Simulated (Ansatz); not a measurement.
Smallest direct gap on the k points sampled of Ge3N4 (Fd-3m, No. 227; start mp-476) at several levels of theory

No measured value is used here.

```csv
level (code),value (eV)
LDA (Ansatz),2.08
PBE+SOC (Ansatz),2.23
PBEsol+SOC (Ansatz),2.11
HSE06 (Ansatz),3.47
PBE0 (Ansatz),4.19
```

Computed values are for a static lattice. Levels without +SOC have no spin–orbit coupling; where heavier elements are present it shifts gaps, mostly down, and can invert bands.  Values are at the PBEsol cell. Cutoffs and k meshes differ between the levels. Ansatz's density-functional and Hartree–Fock values are scalar-relativistic unless marked +SOC, with PAW data made under PBE.

A start named mp-… is a Materials Project structure, which can be a computed phase never made.

Ansatz is a first-principles code.
